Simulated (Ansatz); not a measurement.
The starting structures come from a database of crystals and need not be the phases stable at ambient conditions.

By PBEsol, the system below comes out a metal.

The ballistic (Sharvin) conductance counts the channels at the Fermi level: G/A = (e²/h) × channels of both spins per area.

Here is the system:

```xyz
1
Lattice="2.8906 0.0000 0.0000 0.0000 2.8906 0.0000 1.4453 -1.4453 2.0856" Properties=species:S:1:pos:R:3 pbc="T T T"
Au     0.0000     0.0000     0.0000
```

Space group of this cell: I4/mmm. The cell is strained (lengths across the current scaled by 0.98, ions clamped); by PBEsol its mean pressure is -3.9 GPa.

The current flows along the normal of the first two printed cell vectors, the (001) (indices of the unstrained crystal) plane of the conventional cell. No spin-orbit coupling; the value is a mean over 0.1 eV about the Fermi level.

Question: Give the ballistic conductance per area that Ansatz (a quantum-chemistry and plane-wave program) with PBEsol yields.

Answer: 0.87 × 10¹⁵ S/m² for both spins.
